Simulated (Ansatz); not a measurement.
The starting structures come from a database of crystals and need not be the phases stable at ambient conditions.

Consider the following.

```
CELL_PARAMETERS angstrom
      7.42490     0.00000     0.00000
      0.00000    10.50040     0.00000
      3.71245     5.25020     3.71245
ATOMIC_POSITIONS crystal
  Sc 0.25000 0.12500 0.00000
  Sc 0.25000 0.12500 0.50000
  Sc 0.75000 0.12500 0.00000
  Sc 0.75000 0.62500 0.50000
  Zn 0.50000 0.75000 0.00000
  Zn 0.00000 0.50000 0.00000
  S  0.75878 0.87939 0.00000
  S  0.74122 0.37061 0.51756
  S  0.24122 0.87939 0.00000
  S  0.25878 0.88817 0.48244
  S  0.24122 0.36183 0.51756
  S  0.25878 0.37061 0.00000
  S  0.75878 0.87939 0.48244
  S  0.74122 0.37061 0.00000
```

Space group of this cell: Fd-3m, spinel. The cell is taken as given; by PBEsol its mean pressure is -2.5 GPa.

Transport runs along the normal of the first two printed cell vectors, the (110) plane of the conventional cell.

The gap is the functional's own, uncorrected, and κ follows it; spin-orbit coupling is left out. Mid-gap values are interpolated between the computed energies.

Problem. Give the band gap and the smallest decay constant κ at mid-gap that Ansatz (an electronic-structure program) with PBEsol yields.

Solution. Gap 0.44 eV on a 8×8×8 mesh; κ = 0.084 1/Å, at the zone centre.
